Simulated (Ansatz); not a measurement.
# Hypothetical zinc blende ScBi, response to strain

Consider ScBi in the zinc blende structure (space group F-43m, No. 216; a = 6.7391 Å; a hypothetical phase, not in the database extracts checked). Axes: x, y, z lie along the cube axes.

Strains are applied to the cell and any free atomic positions relax; under biaxial strain the out-of-plane vector relaxes too.

Levels (all Ansatz, a program for electronic structure, PAW): PBE (420 eV, no SOC); PBEsol (420 eV, no spin-orbit coupling).

The base cell above is that of PBE; each level relaxes its own structures.

```csv
case,"band gap, PBE","band gap, PBEsol"
"biaxial strain −4.08 %, plane normal [001], relaxed out of plane",0.94 eV,0.86 eV
"biaxial strain −0.55 %, plane normal [001], relaxed out of plane",1.30 eV,1.23 eV
"biaxial strain +2.89 %, plane normal [001], relaxed out of plane",1.14 eV,1.07 eV
"biaxial strain +3.07 %, plane normal [001], relaxed out of plane",1.13 eV,1.05 eV
isotropic strain −6.00 %,1.20 eV,1.11 eV
uniaxial strain ε_yy = +0.94 %,1.32 eV,1.27 eV
uniaxial strain ε_yy = +5.33 %,1.18 eV,1.13 eV
uniaxial strain ε_yy = +5.85 %,1.17 eV,1.11 eV
uniaxial strain ε_zz = +5.10 %,1.19 eV,1.14 eV
tensor shear ε_yz = +0.68 %,1.30 eV,1.24 eV
tensor shear ε_xz = −0.91 %,1.29 eV,1.22 eV
```

PBE lies above PBEsol in every row, by 0.05 eV to 0.09 eV. Near ties aside, they put the cases in the same order.

With Bi present, leaving out spin-orbit coupling can change the band edges. Whether these cells are dynamically stable was not tested. All final runs are without spin polarisation.
